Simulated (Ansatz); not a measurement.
Results of PBEsol in Ansatz (plane waves, PAW) for CoTe2 (P-3m1, No. 164, 3 atoms in the cell; start mp-1009641).

Run with plane-wave cutoff 520 eV, 18×18×10 k mesh (along the axes of the cell as run), Fermi–Dirac smearing 0.05 eV, no spin polarisation, scalar-relativistic PAW data made under PBE.

Cell (relaxed at this level):

```yaml
crystal:
  lattice:
    - [3.73048, 0.00000, 0.00000]
    - [-1.86524, 3.23069, 0.00000]
    - [0.00000, 0.00000, 5.37837]
  atoms:
    - { symbol: Co, position: [0.00000, 0.00000, 0.00000] }
    - { symbol: Te, position: [0.66667, 0.33333, 0.75730] }
    - { symbol: Te, position: [0.33333, 0.66667, 0.24270] }
```

### Question
Give the computed bulk modulus.

### Answer

* **bulk modulus**: 55.1 GPa

The run finds no gap.

Note: the bulk modulus is −V dP/dV from two relaxed cells at ±2 % in volume; the relaxation could not lower the start's symmetry, so the cell can be a saddle point above a distorted one.

Spin–orbit coupling is not included; it can open a gap where bands touch, and shift volumes and moduli.

Static lattice: no zero-point or thermal effects.

A start named mp-… is a Materials Project structure, which need not be a measured phase.

Ansatz is a program for electronic structure.
